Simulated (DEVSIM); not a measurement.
Structure: abrupt Si n-p junction, at 300 K.

```tsv
layer (left to right)	material	thickness (μm)	Nd (cm⁻³)	Na (cm⁻³)	τn (s)	τp (s)
1	Si	17.0	2.9e15	-	1.2e-7	1.2e-7
2	Si	31.0	-	5.1e16	1.2e-7	1.2e-7
```

Left contact: ohmic. Right contact: ohmic. Voltage is applied to the left contact. Recombination: SRH at mid-gap, Auger. Mobility is constant in doping.

The device is made up for the run: typed textbook-type constants, with dimensions and the other settings drawn at random. Values at 300 K.

```csv
parameter,Si
gap (eV),1.124
affinity (eV),4.05
permittivity,11.7
Nc (cm⁻³),2.86e19
Nv (cm⁻³),3.1e19
μn (cm²/Vs),1417
μp (cm²/Vs),470
Cn (cm⁶/s),2.8e-31
Cp (cm⁶/s),9.9e-32
```

Model (solved in DEVSIM): 1D drift-diffusion, Boltzmann statistics, complete ionisation; no tunnelling, impact ionisation, image-force lowering or self-heating.

### Question
Give the dark forward current.

### Answer

(V (V), J (A/cm²)): (-0.05, -7.0e-8); (-0.15, -7.6e-7); (-0.25, -7.3e-6); (-0.40, -0.00057); (-0.50, -0.022); (-0.60, -0.84); (-0.70, -13); (-0.85, -110); (-0.95, -260); (-1.05, -470); (-1.15, -750); (-1.30, -1300); (-1.40, -1700); (-1.50, -2200)
